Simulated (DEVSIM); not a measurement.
# double heterostructure, GaAs between p- and n-type Al0.1Ga0.9As

Device: double heterostructure, GaAs between p- and n-type Al0.1Ga0.9As, at 300 K.

```tsv
layer (left to right)	material	thickness (μm)	Nd (cm⁻³)	Na (cm⁻³)	τn (s)	τp (s)
1	Al0.1Ga0.9As	0.280	1.4e17	-	9.8e-10	9.8e-10
2	GaAs	0.100	-	2.3e15	9.8e-10	9.8e-10
3	Al0.1Ga0.9As	0.700	-	2.9e17	9.8e-10	9.8e-10
```

Left contact: ohmic. Right contact: ohmic. Voltage is applied to the left contact. Recombination: SRH at mid-gap, radiative. Mobility is μmin + (μ − μmin)/(1 + (N/Nref)^α).

This is a model device: material constants are rounded textbook-type values typed into the input, and sizes, dopings and lifetimes were drawn at random. Values at 300 K.

```csv
parameter,Al0.1Ga0.9As,GaAs
gap (eV),1.5487,1.424
affinity (eV),3.991,4.07
permittivity,12.62,12.9
Nc (cm⁻³),5.17e17,4.7e17
Nv (cm⁻³),9e18,9e18
μn (cm²/Vs),6520,8500
μp (cm²/Vs),317,400
"μn,min",500,500
"μp,min",20,20
"Nref,n",6e16,6e16
"Nref,p",1.5e17,1.5e17
αn,0.39,0.39
αp,0.38,0.38
B (cm³/s),2e-10,2e-10
```

Model (solved in DEVSIM): 1D drift-diffusion, Boltzmann statistics, complete ionisation; no tunnelling, impact ionisation, image-force lowering or self-heating. Band offsets follow the typed affinities; no thermionic-emission limit at abrupt steps, no polarisation charge.

```
Property                                        Result
---------------------------------------------  -------
Potential step across the device at zero bias  1.426 V
Dark forward voltage at 1 A/cm²                1.082 V
Dark forward voltage at 100 A/cm²              1.255 V
```

Small-signal capacitance in reverse bias (quasi-static):

| V (V) | C (nF/cm²) |
|---|---|
| 0.2 | 61.7 |
| 0.5 | 57.8 |
| 1 | 52.8 |
| 1.5 | 49.0 |
| 2 | 45.8 |
| 3 | 41.0 |
| 4 | 37.4 |
| 5 | 34.7 |
| 6.5 | 31.5 |
| 8 | 29.0 |

Dark forward current:

(V (V), J (A/cm²)): (-0.05, -2.8e-10); (-0.10, -9.9e-10); (-0.20, -8.0e-9); (-0.25, -2.2e-8); (-0.35, -1.7e-7); (-0.40, -4.5e-7); (-0.50, -3.4e-6); (-0.55, -9.5e-6); (-0.60, -2.7e-5); (-0.70, -0.00021); (-0.75, -0.00059); (-0.85, -0.0049); (-0.90, -0.015); (-0.95, -0.044); (-1.05, -0.45); (-1.10, -1.6); (-1.20, -22); (-1.25, -87); (-1.35, -1700); (-1.40, -6700)
